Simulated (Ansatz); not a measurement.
1T (CdI2-type) MgI2

All values below come from PBE-D4 in Ansatz (PAW).

Cell: relaxed at this level.

```yaml
interlayer_binding_energy: 12.7 meV/Å²
layer_repeat_distance: 6.841 Å
gap_between_the_layers: 3.491 Å
```

Spin–orbit coupling is not included.

Static lattice: no zero-point or thermal effects.

Ansatz is an electronic-structure program.
